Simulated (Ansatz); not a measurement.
**A computed series for SiO2: response to strain**

Take SiO$_{2}$ (space group P3_221, No. 154; a = 4.866 Å, c = 5.365 Å) as the base. Axes: x lies along a and z along c of the hexagonal cell.

Strains are applied to the cell and any free atomic positions relax; under biaxial strain the out-of-plane vector relaxes too.

Method: LDA/PAW in Ansatz (a quantum-chemistry and plane-wave program), scalar-relativistic without spin-orbit coupling.

```json
[
 {"case": "base", "smallest direct gap": "6.12 eV", "out-of-plane strain": "–"},
 {"case": "biaxial strain +0.75 %, plane normal [001], relaxed out of plane", "smallest direct gap": "6.09 eV", "out-of-plane strain": "-0.16 %"},
 {"case": "biaxial strain +1.50 %, plane normal [001], relaxed out of plane", "smallest direct gap": "(withheld)", "out-of-plane strain": "(withheld)"},
 {"case": "biaxial strain +2.25 %, plane normal [001], relaxed out of plane", "smallest direct gap": "6.04 eV", "out-of-plane strain": "-0.40 %"},
 {"case": "biaxial strain +3.00 %, plane normal [001], relaxed out of plane", "smallest direct gap": "6.01 eV", "out-of-plane strain": "-0.49 %"}
]
```

### Question
Fill in the withheld entries from the trend.

### Answer

- biaxial strain +1.50 %, plane normal [001], relaxed out of plane, smallest direct gap: 6.07 eV
- biaxial strain +1.50 %, plane normal [001], relaxed out of plane, out-of-plane strain: -0.29 %

Whether these cells are dynamically stable was not tested.
